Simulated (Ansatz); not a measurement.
Take ScBi in the zinc blende structure (space group F-43m, No. 216; a = 6.739 Å; a hypothetical phase, not in the database extracts checked) as the base.

(Cell as relaxed with PBE.)

Levels (all Ansatz, an electronic-structure program, PAW): PBE (420 eV, without spin-orbit coupling); PBEsol (420 eV, no spin-orbit coupling).

Each level relaxes its own structure.

```csv
quantity,PBE,PBEsol
volume per atom,38.26 Å³,…
lattice parameter a,6.739 Å,…
band gap,1.35 eV,…
gap character,direct at X,…
```

Predict the PBEsol column.


- volume per atom, PBEsol: 36.61 Å³
- lattice parameter a, PBEsol: 6.641 Å
- band gap, PBEsol: 1.30 eV
- gap character, PBEsol: direct at X

PBE's volume per atom lies 1.65 Å³ above PBEsol's (4.5 %); PBE's lattice parameter a lies 0.098 Å above PBEsol's (1.5 %); PBE's band gap lies 0.059 eV above PBEsol's; the two agree on the gap character. Neither level is exact; PBEsol is the comparison here, not a measurement.

Spin-orbit coupling, missing from the scalar runs, can matter with Bi. Whether these cells are dynamically stable was not tested. All final runs are without spin polarisation.
